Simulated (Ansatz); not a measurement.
GaP (F-43m), r2SCAN with spin-orbit coupling, rigid bands (Ansatz, an electronic-structure program): N_c = 3.77e19 cm⁻³ at 300 K and an electron conductivity mass of 0.338 mₑ.

Problem. For 1e17 electrons per cm³ at 300 K, place the Fermi level, estimate the Seebeck coefficient of a parabolic band with constant τ, and give mobility and conductivity for τ = 5 fs.

Solution. The level lies k_BT ln(N_c/n) = 0.153 eV below the conduction-band minimum. S ≈ −(k_B/e)[ln(N_c/n) + 5/2] = -727 μV/K, against -722 μV/K from the full bands (mean over directions). μ = eτ/m = 26.0 cm²/(V·s) and σ = neμ = 0.417 S/cm. τ is assumed, not computed.

Band transport and this doping are assumed; polarons and phonon drag are left out.
